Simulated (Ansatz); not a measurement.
**In2Au, pressure series**

The parent structure is In2Au (space group Fm-3m, No. 225).

```yaml
crystal:
  lattice:
    - [0.00000, 3.26935, 3.26935]
    - [3.26935, 0.00000, 3.26935]
    - [3.26935, 3.26935, 0.00000]
  atoms:
    - { symbol: In, position: [0.75000, 0.75000, 0.75000] }
    - { symbol: In, position: [0.25000, 0.25000, 0.25000] }
    - { symbol: Au, position: [0.00000, 0.00000, 0.00000] }
```

Cell and atoms are relaxed at each pressure.

All numbers come from Kohn–Sham DFT with the PBEsol functional, run in Ansatz (a quantum-chemistry and plane-wave program) with PAW and 420 eV plane waves, spin-orbit coupling left out.

```
P (GPa)  V (Å³/atom)
-------  -----------
-2.01         24.101
-1.00         23.673
0.30          23.194
0.70          23.063
1.50          22.815
3.01          22.399
5.01          21.916
7.52          21.397
10.00         20.956
```

### Question
Fit a third-order Birch–Murnaghan equation of state.

### Answer
Least squares on P(V) = (3B₀/2)[(V₀/V)^(7/3) − (V₀/V)^(5/3)]·[1 + (3/4)(B₀′ − 4)((V₀/V)^(2/3) − 1)] gives V₀ = 23.30 Å³/atom, B₀ = 67 GPa and B₀′ = 6.6.

Load acts through the strain it causes; cell and atoms are relaxed under it. No phonon test of stability was made. Competing high-pressure phases were not computed.
